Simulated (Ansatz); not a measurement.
**Effect of tensor shear ε_xy = +0.86 % on SiC**

Take SiC in the zinc blende structure (space group F-43m, No. 216; a = 4.357 Å) as the base. Axes: x, y, z lie along the cube axes.

It is then changed as follows: a pure shear with ε_xy = ε_yx = 0.0086; the atoms relax in the strained cell.

The values are results of PBEsol (Ansatz, a first-principles code), spin-orbit coupling left out, not measurements. k-mesh 13×13×13 (Γ-centred); smearing 0.05 eV (Fermi–Dirac).

| quantity | base | changed | shift |
|---|---|---|---|
| volume per atom | 10.34 Å³ | 10.34 Å³ | 0.00 Å³ |
| space group | F-43m (No. 216) | Imm2 (No. 44) | – |
| shortest interatomic distance | 1.887 Å | 1.880 Å | -0.0064 Å |
| energy relative to the base (free energy F) | 0 meV/atom | +2.3 meV/atom | +2.3 meV/atom |
| band gap | 1.24 eV | 1.14 eV | -0.10 eV |
| gap character | – | indirect, Γ → X | – |
| smallest direct gap | 4.45 eV | 4.28 eV | -0.17 eV |
| valence-band top at Γ (three highest levels, from the VBM) | 0.00, 0.00, 0.00 eV | 0.00, -0.09, -0.17 eV | – |
| valley order (the lowest conduction-band minima on the path, energy above the VBM, named in the base's zone) | X along ⟨100⟩ 1.24 eV | X along [001] 1.14 eV; X along [010] 1.15 eV | – |
| stress (xx, yy, zz, yz, xz, xy; compression positive) | – | (0.06, 0.06, -0.01, 0.00, 0.00, -4.18) GPa | – |

Final structure:

```
CELL_PARAMETERS angstrom
      0.01873     2.17843     2.17843
      2.17843     0.01873     2.17843
      2.19717     2.19717     0.00000
ATOMIC_POSITIONS crystal
  Si 0.00087 0.00087 0.99913
  C  0.24913 0.24913 0.25087
```

Whether these cells are dynamically stable was not tested. Labels are those of the standard path for the cell's own space group.
